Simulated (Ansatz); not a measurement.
The starting structures come from a database of crystals and need not be the phases stable at ambient conditions.

Inside the gap of an insulator the Bloch states are evanescent, with a wavenumber k + iκ along the transport direction.

Data:

```xyz
16
Lattice="6.8943 0.0000 0.0000 0.0000 7.4225 0.0311 0.0000 -2.0751 3.3156" Properties=species:S:1:pos:R:3 pbc="T T T"
Ba     1.7188     3.4521     2.1604
Ba     5.1659     1.8954     1.1862
H      2.7002     0.5894     2.6760
H      6.1474     4.7580     0.6706
H      2.8508     6.3070     1.6401
H      6.2979    -0.9596     1.7066
H      1.3052     0.2474     1.0865
H      4.7523     5.1000     2.2601
H      1.3052    -0.9897     3.0632
H      4.7523     6.3371     0.2834
O      0.9387     1.1076     0.6932
O      4.3858     4.2399     2.6535
O      6.6577     4.0538     0.2299
O      3.2106     1.2936     3.1167
O      1.8835     6.2202     1.5857
O      5.3306    -0.8727     1.7609
```

Space group of this cell: Pmc2_1. The cell was relaxed by PBE-D3(BJ); by r2SCAN its mean pressure is -0.9 GPa.

Transport runs along the normal of the first two printed cell vectors.

The gap is the functional's own, uncorrected, and κ follows it; spin-orbit coupling is left out. Mid-gap values are interpolated between the computed energies.

Problem. Compute, with r2SCAN in Ansatz (a first-principles code), the band gap and the smallest decay constant κ at mid-gap.

Solution. Gap 4.93 eV on a 6×10×10 mesh; κ = 0.406 1/Å, at the zone centre.
